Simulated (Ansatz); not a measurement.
Results of dielectric-dependent PBEsol hybrid in Ansatz (PAW) for SnI4 (P-43m, No. 215, 5 atoms in the cell; start mp-571436; a measured phase of this formula has another space group).

Run with plane-wave cutoff 460 eV, 4×4×4 k mesh, Fermi–Dirac smearing 0.01 eV, scalar-relativistic PAW data made under PBE.

Cell (relaxed with PBE-D3(BJ)):

```
CELL_PARAMETERS angstrom
      6.06699     0.00000     0.00000
      0.00000     6.06699     0.00000
      0.00000     0.00000     6.06699
ATOMIC_POSITIONS crystal
  Sn 0.00000 0.00000 0.00000
  I  0.25736 0.74264 0.74264
  I  0.74264 0.74264 0.25736
  I  0.74264 0.25736 0.74264
  I  0.25736 0.25736 0.25736
```

Give the computed band gap and smallest direct gap on the k points sampled.


- band gap = 1.68 eV (on the SCF k mesh)
- smallest direct gap on the k points sampled = 1.69 eV

Note: cell and atoms aren't relaxed at this level (pressure -0.8 GPa).

Spin–orbit coupling is not included; with these elements it can move the gap by several tenths of an eV or more.

The computed numbers hold no vibrational or temperature effects.

It cost about 5 core-minutes (a rough figure) of CPU time.

A start named mp-… is a Materials Project structure, which need not be a measured phase.

Ansatz is a first-principles code.
